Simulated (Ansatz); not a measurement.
# Response to strain in GaN

Take GaN in the zinc blende structure (space group F-43m, No. 216; a = 4.498 Å) as the base. Axes: x, y, z lie along the cube axes.

Strains are applied to the cell and any free atomic positions relax; under biaxial strain the out-of-plane vector relaxes too.

The values are results of r2SCAN in Ansatz (plane waves to 500 eV, PAW, no spin-orbit coupling), not measurements.

Notes on the quantities. energy relative to the base: free energy F.

| biaxial strain, plane normal [111], relaxed out of plane (%) | energy relative to the base (meV/atom) |
|---|---|
| -2.5 | 21.6 |
| -2.08 | 14.8 |
| -1.67 | 9.5 |
| -1.25 | 5.3 |
| -0.83 | 2.3 |
| -0.42 | ? |
| 0 | 0.0 |

Q: Fit ΔE = Aε² + Bε³ (ε in %) to the rows shown and predict the withheld row.

A: Least squares on the printed values gives A = 3.30 and B = -0.061 meV/atom (largest residual 0.0 meV/atom); this predicts 0.6 meV/atom, and the run gives 0.6 meV/atom, in agreement.

Whether these cells are dynamically stable was not tested. This is not the structure that GaN has at room temperature and ambient pressure.

Ansatz is an electronic-structure program.
